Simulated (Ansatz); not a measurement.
The reference is Pd in the fcc (Cu type) structure (space group Fm-3m, No. 225; a = 3.910 Å; relaxed with 0.1 eV smearing). Axes: x, y, z lie along the cube axes.

The values are results of r2SCAN, PAW, 500 eV (Ansatz, a quantum-chemistry and plane-wave program; no spin-orbit coupling), not measurements.

Now apply this change: uniaxial strain ε_zz = +1.00 %, all other strain components held at zero; the atoms relax in the strained cell.

Problem. Predict the stress tensor and what it implies for the stiffness.

Solution. Stress of the strained cell less that of the base (GPa, compression positive):
```
   -1.6     0.0     0.0
    0.0    -1.6     0.0
    0.0     0.0    -2.1
```

Then −Δσ_ii/ε with ε = 0.0100 gives relaxed-ion elastic constants: C33 ≈ 209 GPa, C13 ≈ 161 GPa and C23 ≈ 161 GPa.

No phonon test of stability was made. The final runs are not spin-polarised. Pd has a high density of states at the Fermi level and may be magnetic at this level.
